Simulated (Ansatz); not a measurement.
Hops of point defects in corundum, each between lowest sites run for its defect: PBE bands (Ansatz, an electronic-structure program, plane waves to 420 eV, PAW, climbing-image NEB) beside r2SCAN single points (500 eV) at the PBE geometries. Static nuclei, no finite-size correction. The rows are a random draw from the bands that converged and passed our checks of state and shape. Saddle orders were checked for a part of the study's bands only and are not shown. Vacancies start on their lattice site; split forms were not set up. Charge states are imposed.

```json
[
 {"Row": "1", "Defect": "interstitial Li, charge +1", "Route": "Li moves farthest", "Hop (Å)": "3.53", "Cell and PBE mesh": "120 sites, Γ", "r2SCAN k-points": "same mesh", "PBE barrier x (eV)": "2.40", "r2SCAN barrier y (eV)": "2.44"},
 {"Row": "2", "Defect": "interstitial H, charge +1", "Route": "H moves farthest", "Hop (Å)": "1.72", "Cell and PBE mesh": "120 sites, Γ", "r2SCAN k-points": "same mesh", "PBE barrier x (eV)": "0.80", "r2SCAN barrier y (eV)": "0.88"},
 {"Row": "3", "Defect": "interstitial N, charge -1", "Route": "O moves farthest", "Hop (Å)": "1.99", "Cell and PBE mesh": "120 sites, Γ", "r2SCAN k-points": "same mesh", "PBE barrier x (eV)": "1.25", "r2SCAN barrier y (eV)": "1.13"},
 {"Row": "4", "Defect": "interstitial Na, charge +1", "Route": "Na moves farthest", "Hop (Å)": "3.53", "Cell and PBE mesh": "120 sites, Γ", "r2SCAN k-points": "same mesh", "PBE barrier x (eV)": "4.36", "r2SCAN barrier y (eV)": "4.40"},
 {"Row": "5", "Defect": "interstitial H, charge +1", "Route": "H moves farthest", "Hop (Å)": "1.11", "Cell and PBE mesh": "120 sites, Γ", "r2SCAN k-points": "same mesh", "PBE barrier x (eV)": "0.20", "r2SCAN barrier y (eV)": "0.24"},
 {"Row": "6", "Defect": "O vacancy, charge +2", "Route": "a nearby O jumps into the vacancy", "Hop (Å)": "2.58", "Cell and PBE mesh": "120 sites, Γ", "r2SCAN k-points": "same mesh", "PBE barrier x (eV)": "1.77", "r2SCAN barrier y (eV)": "1.94"},
 {"Row": "7", "Defect": "interstitial O, charge 0", "Route": "O moves farthest", "Hop (Å)": "1.68", "Cell and PBE mesh": "120 sites, Γ", "r2SCAN k-points": "same mesh", "PBE barrier x (eV)": "1.07", "r2SCAN barrier y (eV)": "?"}
]
```

Task: Fit a straight line y = a x + b to rows 1 to 6, predict row 7, and compare with the computed value.

Result: Means: x̄ = 1.797, ȳ = 1.838 eV. Sums: Sxx = 10.777, Sxy = 10.821 eV². So a = Sxy/Sxx = 1.004 and b = ȳ − a x̄ = 0.034 eV, with a scatter of 0.10 eV about the line. Row 7: 1.004 × 1.07 + 0.034 ≈ 1.11 eV. The computed r2SCAN value is 1.23 eV, +0.12 eV from the line, beyond the scatter. The line only summarises these rows of one host.
